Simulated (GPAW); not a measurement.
Checking a run of GPAW on YMg₅ (P-62m, 6 atoms in the cell). The aim is a self-consistent single point with DFT PBEsol, plane waves, GPAW PAW datasets PBEsol (made by gpaw-setup).

Cell that was meant: a = 5.6522 Å, b = 5.6522 Å, c = 5.0791 Å, α = 90.00°, β = 90.00°, γ = 120.00°.

Part of the input:

```python
              cell=[[5.652245, 0.000000, 0.000000],
                    [-2.826122, 4.894988, 0.000000],
                    [0.000000, 0.000000, 5.079073]],
              scaled_positions=[[0.000000, 0.000000, 2.539536],
                                [-1.804027, 3.124667, 0.000000],
                                [3.608054, 0.000000, 0.000000],
                                [1.022096, 1.770321, 0.000000],
                                [2.826125, 1.631661, 2.539536],
                                [-0.000002, 3.263327, 2.539536]],
              pbc=True)

calc = GPAW(mode={'name': 'pw', 'ecut': 800},
```

The program printed (abridged):

```
Input parameters:
  convergence: {density: 1e-05,
                energy: 1e-05}
  kpts: {gamma: True,
         size: (4, 4, 4)}
   [... lines left out ...]
   5 Mg    -9.222572   15.973947   12.898489    ( 0.0000,  0.0000,  0.0000)

Unit cell:
           periodic     x           y           z      points  spacing
  1. axis:    yes    5.652245    0.000000    0.000000    40     0.1224
  2. axis:    yes   -2.826122    4.894988    0.000000    40     0.1224
  3. axis:    yes    0.000000    0.000000    5.079073    35     0.1451

  Lengths:   5.652245   5.652245   5.079073
  Angles:   90.000000  90.000000 119.999994

Effective grid spacing dv^(1/3) = 0.1359
     iter     time        total  log10-change:
                         energy   eigst   dens
iter:   1 --:--:--    12.422370
iter:   2 --:--:--    14.191768   -0.28  -1.06
iter:   3 --:--:--    16.562086   -0.54  -1.15
iter:   4 --:--:--    16.595321   -1.49  -1.51
iter:   5 --:--:--    16.665847   -1.53  -1.56
   [... 3 lines left out ...]
iter:   9 --:--:--    16.703437   -3.57  -2.65
iter:  10 --:--:--    16.704542   -3.96  -2.72
iter:  11 --:--:--    16.706024   -3.91  -2.94
iter:  12 --:--:--    16.706095   -4.89  -3.16
iter:  13 --:--:--    16.706202c  -5.17  -3.19
iter:  14 --:--:--    16.706134c  -4.89  -3.37
iter:  15 --:--:--    16.706235c  -5.66  -3.55
iter:  16 --:--:--    16.706247c  -6.20  -3.74
iter:  17 --:--:--    16.706255c  -6.11  -3.80
iter:  18 --:--:--    16.706260c  -6.74  -4.13
iter:  19 --:--:--    16.706261c  -6.72  -4.21
iter:  20 --:--:--    16.706260c  -8.11c -4.47
iter:  21 --:--:--    16.706258c  -7.18  -4.53
iter:  22 --:--:--    16.706259c  -8.15c -4.80
iter:  23 --:--:--    16.706259c  -8.93c -5.14c
Converged after 23 iterations.

Dipole moment: (-0.275144, -2.311968, -0.163019) |e|*Ang

Energy contributions relative to reference atoms: (reference = -119225.865380)

Kinetic:       +135.406729
Potential:      -76.155019
External:        +0.000000
XC:             -41.605388
Entropy (-ST):   -0.036251
Local:           -0.921938
SIC:             +0.000000
--------------------------
Free energy:    +16.688133
Extrapolated:   +16.706259

Showing only first 2 kpts
 Kpt  Band  Eigenvalues  Occupancy
  0    28      2.94578    2.00000
  0    29      3.30515    1.99999
  0    30      3.70678    1.97041
  0    31      4.06099    0.10573

  1    28      2.98079    2.00000
  1    29      3.04243    2.00000
  1    30      3.52071    1.99927
  1    31      4.44979    0.00005

   [... lines left out ...]
Fermi level: 3.91671
No gap
   [... lines left out ...]
  1 Mg   -0.05494   12.96482    1.72223
  2 Mg    0.88942   -0.14070    0.12221
  3 Mg    0.55699  -12.40409    1.89068
  4 Mg   -0.31251  -17.29603   -0.97862
  5 Mg  -23.23680   43.10206   -0.25995

Stress tensor:
    -0.130434     0.240348    -0.016709
     0.240348    -0.744754    -0.001813
    -0.016709    -0.001813    -0.065546
Stress (GPa, Voigt): [ -20.8978 -119.3228  -10.5016   -0.2905   -2.677    38.508 ]
```

**Question.** Is anything amiss in this input, and did it matter?

**Answer.** The run is not sound. The fault is fractional and Cartesian coordinates mixed up. The same three numbers mean different points as fractional and as Cartesian coordinates. To fix it, make label and numbers agree, by changing either. The run converged in 23 iterations without an error; against the sound input the free energy rises by 5.19 eV/atom, the pressure goes from 0.79 to 50.24 GPa and the largest force goes from 0.008 to 48.97 eV/Å.

The sound input it was made from differs as follows (other fixes are possible):
```diff
-              scaled_positions=[[0.000000, 0.000000, 2.539536],
-                                [-1.804027, 3.124667, 0.000000],
-                                [3.608054, 0.000000, 0.000000],
-                                [1.022096, 1.770321, 0.000000],
-                                [2.826125, 1.631661, 2.539536],
-                                [-0.000002, 3.263327, 2.539536]],
+              positions=[[0.000000, 0.000000, 2.539537],
+                         [-1.804027, 3.124667, 0.000000],
+                         [3.608054, 0.000000, 0.000000],
+                         [1.022096, 1.770321, 0.000000],
+                         [2.826125, 1.631661, 2.539537],
+                         [-0.000002, 3.263327, 2.539537]],
```

With that input, the run converged in 19 iterations: free energy E − TS (from the program's reference atoms) -14.4380 eV; Fermi level (on the code's own zero) 4.48 eV; pressure 0.79 GPa; largest force (vector length) 0.008 eV/Å (DFT PBEsol, plane waves, GPAW PAW datasets PBEsol (made by gpaw-setup)).

On the sound input: the starting cell comes from a database of computed structures (which also holds hypothetical and non-ambient phases and stackings), without a prior relaxation at this level. Its lattice was rescaled by a random factor within 2.5 % of one.
